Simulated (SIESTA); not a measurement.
Band structure of TcN (F-43m, 2 atoms in the cell).

```yaml
crystal:
  lattice:
    - [0.00000, 2.29540, 2.29540]
    - [2.29540, 0.00000, 2.29540]
    - [2.29540, 2.29540, 0.00000]
  atoms:
    - { symbol: Tc, position: [0.00000, 0.00000, 0.00000] }
    - { symbol: N, position: [0.75000, 0.75000, 0.75000] }
```

Level of theory: GGA PBEsol, numerical atomic orbitals TZP, PseudoDojo PBEsol standard norm-conserving potentials (rewritten from UPF to PSML) in SIESTA.

Settings: XC.functional = GGA; XC.authors = PBEsol; potentials = PseudoDojo PBEsol standard; PAO.BasisSize = TZP; PAO.EnergyShift = 0.005 Ry; MeshCutoff = 350 Ry; kgrid.MonkhorstPack = 8 8 8; OccupationFunction = MP; OccupationMPOrder = 0; ElectronicTemperature = 0.272 eV; MaxSCFIterations = 150; SCF.Mixer.Method = Broyden; SCF.Mixer.Weight = 0.25; SCF.Mixer.History = 6.

The starting cell comes from a database of computed structures (which also holds hypothetical and non-ambient phases and stackings), without a prior relaxation at this level. Spin polarisation is off. Values carry the incompleteness of an atom-centred basis.

Levels in eV from the Fermi level, bands 7 to 12:
```json
[
 {"point": "Γ", "7": "-6.90", "8": "-6.90", "9": "-0.92", "10": "-0.92", "11": "1.21", "12": "5.15"},
 {"point": "X", "7": "-4.53", "8": "-4.53", "9": "-2.43", "10": "0.25", "11": "0.83", "12": "1.46"},
 {"point": "W", "7": "-5.50", "8": "-4.59", "9": "-2.55", "10": "-1.14", "11": "0.47", "12": "1.80"},
 {"point": "K", "7": "-5.07", "8": "-4.72", "9": "-2.84", "10": "-0.51", "11": "0.37", "12": "2.38"},
 {"point": "L", "7": "-6.22", "8": "-6.22", "9": "-0.35", "10": "-0.35", "11": "-0.13", "12": "3.26"},
 {"point": "U", "7": "-5.07", "8": "-4.72", "9": "-2.84", "10": "-0.51", "11": "0.37", "12": "2.38"}
]
```

Bands cross the Fermi level along this path, so the cell is metallic at this level.

Higher empty bands are left out: an atom-centred basis made for the valence describes them poorly.
